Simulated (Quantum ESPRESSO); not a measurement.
A user runs Quantum ESPRESSO on Ta3N5 (Cmcm, 16 atoms in the cell) and asks whether the run is sound. The aim is a self-consistent single point with DFT, LDA (PZ), plane waves, GBRV 1.5 ultrasoft (LDA) pseudopotentials.

Cell that was meant: a = 5.4631 Å, b = 5.4631 Å, c = 10.2624 Å, α = 90.00°, β = 90.00°, γ = 138.33°.

Part of the input:

```fortran
  occupations = 'smearing'
  smearing = 'marzari-vanderbilt'
  degauss = 0.0147
  tot_charge = 1
/
&electrons
  conv_thr = 1.0d-10
```

Output (repeated stretches shortened):

```
     Message from routine setup:
     using ibrav=0 with symmetry is DISCOURAGED, use correct ibrav instead
     G-vector sticks info
   [... lines left out ...]
        k(    2) = (   0.0000000   0.0000000   0.1774483), wk =   0.0272109
        k(    3) = (   0.2008255   0.0764261   0.0000000), wk =   0.0544218
   [... 29 lines left out ...]

     Dense  grid:   132773 G-vectors     FFT dimensions: (  60,  60, 120)

     Smooth grid:    46959 G-vectors     FFT dimensions: (  45,  45,  80)

     Initial potential from superposition of free atoms

     starting charge     127.9945, renormalised to     127.0000

     negative rho (up, down):  5.540E-01 0.000E+00
     Self-consistent Calculation

     iteration #  1     ecut=    40.00 Ry     beta= 0.50

     negative rho (up, down):  5.691E-01 0.000E+00

     total energy              =   -1052.46653495 Ry
     estimated scf accuracy    <       7.26970068 Ry

     iteration #  2     ecut=    40.00 Ry     beta= 0.50

     negative rho (up, down):  5.755E-01 0.000E+00

     total energy              =   -1054.38485764 Ry
     estimated scf accuracy    <       4.40879708 Ry

     iteration #  3     ecut=    40.00 Ry     beta= 0.50

     negative rho (up, down):  5.789E-01 0.000E+00

     total energy              =   -1055.17470740 Ry
     estimated scf accuracy    <       0.08185206 Ry

   [... 11 blocks of this kind left out ...]

     iteration # 15     ecut=    40.00 Ry     beta= 0.50

     negative rho (up, down):  5.867E-01 0.000E+00

     total energy              =   -1055.22381975 Ry
     estimated scf accuracy    <          1.1E-09 Ry

     iteration # 16     ecut=    40.00 Ry     beta= 0.50

     negative rho (up, down):  5.867E-01 0.000E+00
     End of self-consistent calculation

     the Fermi energy is    11.0399 ev

!    total energy              =   -1055.22381975 Ry
     estimated scf accuracy    <          4.7E-11 Ry
     smearing contrib. (-TS)   =       0.00387776 Ry
     internal energy E=F+TS    =   -1055.22769751 Ry

     convergence has been achieved in  16 iterations

     negative rho (up, down):  5.867E-01 0.000E+00

     Forces acting on atoms (cartesian axes, Ry/au):

     atom    1 type  1   force =    -0.00000000    0.00602696    0.00000000
     atom    2 type  1   force =     0.00000000   -0.00602696    0.00000000
     atom    3 type  1   force =     0.00000000    0.00243522    0.00933764
     atom    4 type  1   force =     0.00000000   -0.00243522    0.00933764
   [... lines left out ...]
     Total force =     0.031343     Total SCF correction =     0.000017
   [... lines left out ...]

     negative rho (up, down):  5.867E-01 0.000E+00
          total   stress  (Ry/bohr**3)                   (kbar)     P=     -191.28
  -0.00129751   0.00000000   0.00000000         -190.87        0.00        0.00
   0.00000000  -0.00127593   0.00000000            0.00     -187.70        0.00
   0.00000000   0.00000000  -0.00132745            0.00        0.00     -195.28

   JOB DONE.
```

Question: Is anything amiss in this input, and did it matter?

Answer: The run is not sound. The fault is an unintended net charge. A charged periodic cell changes the electron count and is neutralised by a uniform background, so energy, forces and pressure belong to another system. To fix it, remove the charge. The run converged in 16 iterations without an error; against the sound input the pressure goes from -6.45 to -19.13 GPa, the largest force goes from 0.206 to 0.266 eV/Å and no clean gap remains on the mesh (levels overlap or are partly filled), against 1.10 eV before.

The sound input it was made from differs as follows (other fixes are possible):
```diff
-  tot_charge = 1
```

With that input, the run converged in 17 iterations: free energy E − TS -14345.8503 eV; top of the valence band (on the code's own zero) 11.64 eV; gap on the k-point mesh 1.10 eV; pressure -6.45 GPa; largest force (vector length) 0.206 eV/Å (DFT, LDA (PZ), plane waves, GBRV 1.5 ultrasoft (LDA) pseudopotentials).

On the sound input: the starting cell comes from a database of published, mostly measured structures (it also holds non-ambient and calculated ones), without a prior relaxation at this level. Spin-orbit coupling is off. With a pressure of about -6 GPa the cell is away from its equilibrium volume at this level.
